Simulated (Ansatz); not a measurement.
Base system: SrVO3 in the cubic perovskite structure (space group Pm-3m, No. 221; ferromagnetic).

```cif
data_O3SrV
_chemical_formula_sum 'Sr1 V1 O3'
_space_group_name_H-M_alt 'P 1'
_space_group_IT_number 1
_cell_length_a 3.84069
_cell_length_b 3.84069
_cell_length_c 3.84069
_cell_angle_alpha 90.000
_cell_angle_beta 90.000
_cell_angle_gamma 90.000
loop_
_space_group_symop_operation_xyz
  'x, y, z'
loop_
_atom_site_label
_atom_site_type_symbol
_atom_site_fract_x
_atom_site_fract_y
_atom_site_fract_z
_atom_site_occupancy
Sr1 Sr 0.00000 0.00000 0.00000 1
V1 V 0.50000 0.50000 0.50000 1
O1 O 0.00000 0.50000 0.50000 1
O2 O 0.50000 0.50000 0.00000 1
O3 O 0.50000 0.00000 0.50000 1
```

The values are results of Ansatz (a program for electronic structure), r2SCAN, PAW, cutoff 500 eV, spin-orbit coupling left out, not measurements.

One change was made to it. Results:

The largest site moment drops by 0.82 μB, from 0.82 μB to 0.00 μB; the density rises by 1.46 g/cm³ to 6.93 g/cm³.

Problem. What was done to the base?
A. pressure 3 GPa
B. pressure 15 GPa
C. pressure 75 GPa

Solution. C, pressure 75 GPa. For comparison, the largest site moment in the other runs: pressure 15 GPa gives 0.68 μB; pressure 3 GPa gives 0.81 μB.

The magnetic state is the one reached from the starting moments; the real material's order can differ, and small cells can't hold many antiferromagnetic ones. Load acts through the strain it causes; cell and atoms are relaxed under it. Stability against distortions was not tested. Competing high-pressure phases were not computed. Seeded moments were not kept for pressure 75 GPa. No Hubbard U is applied, and correlation can decide whether such a compound is a metal.
